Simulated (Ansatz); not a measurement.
The parent structure is Cu$_{2}$O (space group Pn-3m, No. 224; a = 4.298 Å).

(Cell as relaxed with PBE.)

Levels (all Ansatz, a quantum-chemistry and plane-wave program, PAW): PBE (420 eV, scalar-relativistic without spin-orbit coupling); r2SCAN (500 eV, no spin-orbit coupling).

Each level relaxes its own structure.

| base | PBE | r2SCAN |
|---|---|---|
| volume per atom | 13.24 Å³ | 12.76 Å³ |
| lattice parameter a | 8.123 bohr | 8.023 bohr |
| band gap | 0.48 eV | 0.79 eV |

Now apply this change: a fraction x = 0.25 of the O sites is given to F, ordered in a cell of 12 atoms (starting symmetry P-42m) and fully relaxed.

| quantity | PBE | r2SCAN |
|---|---|---|
| volume per atom | 14.05 Å³ | ? |
| band gap | zero | ? |

**Question.** Predict the r2SCAN column.

**Answer.** 
- volume per atom, r2SCAN: 13.48 Å³
- band gap, r2SCAN: zero

PBE's volume per atom lies 0.57 Å³ above r2SCAN's (4.3 %); the two agree on the band gap. Neither level is exact; r2SCAN is the comparison here, not a measurement.

These are small ordered cells, not random alloys; other orderings at the same x differ. Stability against distortions was not tested. No Hubbard U is applied and the magnetic state is the run's own (Cu8O3F not spin-polarised; Cu2F not spin-polarised); other magnetic orders, which need larger cells, were not tried and can change the gap. All final runs are without spin polarisation. An odd electron count without spin: Cu8O3F.
